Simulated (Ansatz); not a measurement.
Start from MgS in the rock salt structure (space group Fm-3m, No. 225).

```
CELL_PARAMETERS angstrom
      0.00000     2.59098     2.59098
      2.59098     0.00000     2.59098
      2.59098     2.59098     0.00000
ATOMIC_POSITIONS crystal
  S  0.00000 0.00000 0.00000
  Mg 0.50000 0.50000 0.50000
```

Level of theory: PBEsol (Ansatz, a program for electronic structure, PAW, no SOC).

Before the change:

| Property | Value |
|---|---|
| Electron mass | 0.53 mₑ along k, 0.29 mₑ across (at X) |
| Volume per atom | 17.39 Å³ |

One thing is altered: a hydrostatic pressure of 1.5 GPa.

What happens to the electron mass?

The electron mass goes from 0.53 mₑ along k, 0.29 mₑ across (at X) to 0.51 mₑ along k, 0.28 mₑ across (at X).

Predict the new volume per atom.

The volume per atom decreases by 0.32 Å³ to 17.07 Å³.

The levels and masses belong to the bands next to the band gap. Load acts through the strain it causes; cell and atoms are relaxed under it. Effective masses come from finite differences of ±0.01 Å⁻¹. Along k means along the line from Γ to the band edge. Stability against distortions was not tested.
